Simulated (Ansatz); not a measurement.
# InAs, response to strain

The parent structure is InAs in the zinc blende structure (space group F-43m, No. 216; a = 6.109 Å). Axes: x, y, z lie along the cube axes.

Strains are applied to the cell and any free atomic positions relax; under stress the whole cell relaxes.

All numbers come from DFT with r2SCAN, PAW potentials and a 500 eV plane-wave cutoff in Ansatz (a quantum-chemistry and plane-wave program), scalar-relativistic without spin-orbit coupling.

Candidates:
(a) uniaxial strain ε_xx = +4.41 %
(b) uniaxial stress, 8 GPa tension along z
(c) tensor shear ε_xz = −0.19 %
(d) isotropic strain +2.79 %

Notes on the quantities. energy relative to the base: free energy F.

### Question
Order them by energy relative to the base, highest first.

### Answer
(b) uniaxial stress, 8 GPa tension along z (+85 meV/atom), (d) isotropic strain +2.79 % (+32 meV/atom), (a) uniaxial strain ε_xx = +4.41 % (+14 meV/atom), (c) tensor shear ε_xz = −0.19 % (0.0 meV/atom)

A case with no gap was solved on a k-mesh chosen for an insulator, which is coarse for it. Beyond what the load breaks, stability against distortions was not tested. The final runs are not spin-polarised.
